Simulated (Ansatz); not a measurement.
The parent structure is BP in the zinc blende structure (space group F-43m, No. 216).

```
BP
1.0
    0.00000     2.26829     2.26829
    2.26829     0.00000     2.26829
    2.26829     2.26829     0.00000
P B
1 1
Direct
  0.25000   0.25000   0.25000
  0.00000   0.00000   0.00000
```

Cartesian axes are those of the cell as printed.

Level of theory: Kohn–Sham DFT with the r2SCAN functional, run in Ansatz (an electronic-structure program) with PAW and 500 eV plane waves, no SOC.

Base values:

```
Item                                        Result
-----------------------------  -------------------
Shortest interatomic distance              1.964 Å
Band gap                                   1.41 eV
Valence-band top at Γ          0.00, 0.00, 0.00 eV
```

Modification: tensor shear ε_xy = −1.08 % (engineering shear γ = -0.0216), atoms relaxed at fixed cell.

Problem. What does the calculation give for the energy relative to the base, stress, shortest interatomic distance, band gap and valence-band top at Γ after the change?

Solution. The energy grows by 3.4 meV/atom; the stress (xx, yy, zz, yz, xz, xy; compression positive) amounts to (0.09, 0.09, -0.02, 0.00, 0.00, 4.26) GPa; the shortest interatomic distance decreases by 0.0097 Å (1.964 Å → 1.955 Å); the band gap decreases by 0.14 eV (1.41 eV → 1.27 eV); the valence-band top at Γ (three highest levels, from the VBM) changes from 0.00, 0.00, 0.00 eV to 0.00, -0.10, -0.18 eV.

The cells carry an imposed strain or load. Whether these cells are dynamically stable was not tested.
